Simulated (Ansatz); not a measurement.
Base system: SbP in the rock salt structure (space group Fm-3m, No. 225; a = 5.600 Å; a hypothetical phase, not in the database extracts checked; relaxed with 0.1 eV smearing). Axes: x, y, z lie along the cube axes.

The values are results of plane-wave PAW DFT at the r2SCAN level (Ansatz, a quantum-chemistry and plane-wave program, 500 eV), no spin-orbit coupling, not measurements.

Now apply this change: the cell is compressed by 1.29 % along x with no lateral relaxation; the atoms relax in the strained cell.

Problem. What happens to the stress and energy relative to the base?

Solution. The stress (xx, yy, zz, yz, xz, xy; compression positive) is (2.6, 0.3, 0.3, 0.0, 0.0, 0.0) GPa; the energy increases by 2.3 meV/atom.

Whether these cells are dynamically stable was not tested. All final runs are without spin polarisation.
